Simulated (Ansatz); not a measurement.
Take TiO2 in the rutile structure (space group P4_2/mnm, No. 136; a = 4.591 Å, c = 2.939 Å) as the base.

The change: full substitution Ti → Sn; the structure is relaxed again.

Levels (all Ansatz, an electronic-structure program, PAW): PBEsol (420 eV, spin-orbit coupling left out); r2SCAN (500 eV, without spin-orbit coupling); HSE06 (420 eV, spin-orbit coupling left out).

At the geometry relaxed with PBEsol, these levels gave the following band gaps, in shuffled order: (a) 2.75 eV, (b) 1.68 eV, (c) 0.92 eV.

Question: Match each gap to its level.

Answer: (a) HSE06; (b) r2SCAN; (c) PBEsol.

Single points use the geometry relaxed with PBEsol. Whether these cells are dynamically stable was not tested. The final runs are not spin-polarised.
